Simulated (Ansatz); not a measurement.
Start of a relaxation of MnP-type NiSi (0 0 1) on wurtzite GaN (1 0 0) (film strained to the substrate, faces as cut), prepared with a machine-learned potential:

```yaml
crystal:
  lattice:
    - [5.24310, 0.00000, 0.14723]
    - [0.00000, 3.21848, -0.00594]
    - [1.21668, 1.28928, 24.97484]
  atoms:
    - { symbol: Ga, position: [0.52689, 0.30813, 0.02879] }
    - { symbol: Ga, position: [0.99673, 0.19406, 0.09534] }
    - { symbol: N, position: [0.88486, 0.21571, 0.02181] }
    - { symbol: N, position: [0.37174, 0.20361, 0.10180] }
    - { symbol: Ga, position: [0.49108, 0.68895, 0.13782] }
    - { symbol: Ga, position: [0.96378, 0.65386, 0.21035] }
    - { symbol: N, position: [0.86558, 0.68112, 0.13585] }
    - { symbol: N, position: [0.33838, 0.65558, 0.21179] }
    - { symbol: Ga, position: [0.45088, 0.14124, 0.24844] }
    - { symbol: Ga, position: [0.92251, 0.11508, 0.32182] }
    - { symbol: N, position: [0.82603, 0.14020, 0.24747] }
    - { symbol: N, position: [0.29754, 0.11669, 0.32273] }
    - { symbol: Ga, position: [0.40895, 0.60348, 0.35897] }
    - { symbol: Ga, position: [0.87522, 0.57981, 0.43351] }
    - { symbol: N, position: [0.78307, 0.60122, 0.35917] }
    - { symbol: N, position: [0.25146, 0.58765, 0.43317] }
    - { symbol: Ga, position: [0.35612, 0.07568, 0.47117] }
    - { symbol: Ga, position: [0.78825, 0.03853, 0.54812] }
    - { symbol: N, position: [0.73217, 0.06521, 0.46988] }
    - { symbol: N, position: [0.17868, 0.11036, 0.54370] }
    - { symbol: Ni, position: [0.29014, 0.78917, 0.67843] }
    - { symbol: Ni, position: [0.81572, 0.77563, 0.65131] }
    - { symbol: Si, position: [0.16620, 0.68801, 0.59096] }
    - { symbol: Si, position: [0.58862, 0.76124, 0.73985] }
    - { symbol: Si, position: [0.96790, 0.26445, 0.70667] }
    - { symbol: Si, position: [0.53238, 0.30753, 0.62596] }
    - { symbol: Ni, position: [0.15575, 0.69160, 0.90859] }
    - { symbol: Ni, position: [0.69018, 0.69820, 0.88063] }
    - { symbol: Ni, position: [0.75196, 0.24081, 0.79461] }
    - { symbol: Ni, position: [0.27225, 0.25594, 0.76570] }
    - { symbol: Si, position: [0.04737, 0.73901, 0.81975] }
    - { symbol: Si, position: [0.47055, 0.84236, 0.95820] }
    - { symbol: Si, position: [0.90470, 0.18617, 0.95059] }
    - { symbol: Si, position: [0.39452, 0.22217, 0.85479] }
```

Computed with PBE (plane waves to 420 eV, PAW; Ansatz, a first-principles code). No spin–orbit coupling; the runs are not spin-polarised. Its k-point mesh 6×10×1, Fermi–Dirac width 0.05 eV.

Held fixed: cell quantities a, b, gamma; free forces relaxed under 0.04 eV/Å.

Task: What does it relax into, and how much energy is released?

Result: The energy falls by 1.142 eV, and the end has space group P1.

```yaml
crystal:
  lattice:
    - [5.23918, 0.00077, 0.25051]
    - [0.00136, 3.21821, -0.04179]
    - [1.69769, 1.01213, 25.33888]
  atoms:
    - { symbol: Ga, position: [0.55870, 0.19930, 0.02957] }
    - { symbol: Ga, position: [0.01688, 0.18410, 0.10019] }
    - { symbol: N, position: [0.92265, 0.19826, 0.02992] }
    - { symbol: N, position: [0.39102, 0.18415, 0.10190] }
    - { symbol: Ga, position: [0.49847, 0.67647, 0.13838] }
    - { symbol: Ga, position: [0.95599, 0.66064, 0.21133] }
    - { symbol: N, position: [0.87360, 0.67602, 0.13815] }
    - { symbol: N, position: [0.33256, 0.66131, 0.21200] }
    - { symbol: Ga, position: [0.43606, 0.15369, 0.24863] }
    - { symbol: Ga, position: [0.89533, 0.13669, 0.32172] }
    - { symbol: N, position: [0.81260, 0.15261, 0.24848] }
    - { symbol: N, position: [0.27157, 0.13947, 0.32258] }
    - { symbol: Ga, position: [0.37487, 0.63222, 0.35917] }
    - { symbol: Ga, position: [0.83504, 0.61078, 0.43180] }
    - { symbol: N, position: [0.75155, 0.62824, 0.35861] }
    - { symbol: N, position: [0.20962, 0.62201, 0.43336] }
    - { symbol: Ga, position: [0.31321, 0.11640, 0.46992] }
    - { symbol: Ga, position: [0.75667, 0.08028, 0.54232] }
    - { symbol: N, position: [0.68852, 0.10027, 0.46795] }
    - { symbol: N, position: [0.14470, 0.11824, 0.54415] }
    - { symbol: Ni, position: [0.30625, 0.77180, 0.67494] }
    - { symbol: Ni, position: [0.82948, 0.75393, 0.65185] }
    - { symbol: Si, position: [0.16022, 0.62276, 0.58639] }
    - { symbol: Si, position: [0.59417, 0.75823, 0.73768] }
    - { symbol: Si, position: [0.98043, 0.25119, 0.70449] }
    - { symbol: Si, position: [0.54608, 0.29548, 0.62414] }
    - { symbol: Ni, position: [0.16799, 0.72277, 0.90655] }
    - { symbol: Ni, position: [0.68562, 0.72766, 0.87687] }
    - { symbol: Ni, position: [0.75651, 0.24697, 0.79159] }
    - { symbol: Ni, position: [0.27108, 0.25576, 0.76431] }
    - { symbol: Si, position: [0.05064, 0.74301, 0.81935] }
    - { symbol: Si, position: [0.49208, 0.71430, 0.95905] }
    - { symbol: Si, position: [0.07509, 0.21006, 0.96790] }
    - { symbol: Si, position: [0.40291, 0.23337, 0.85247] }
```
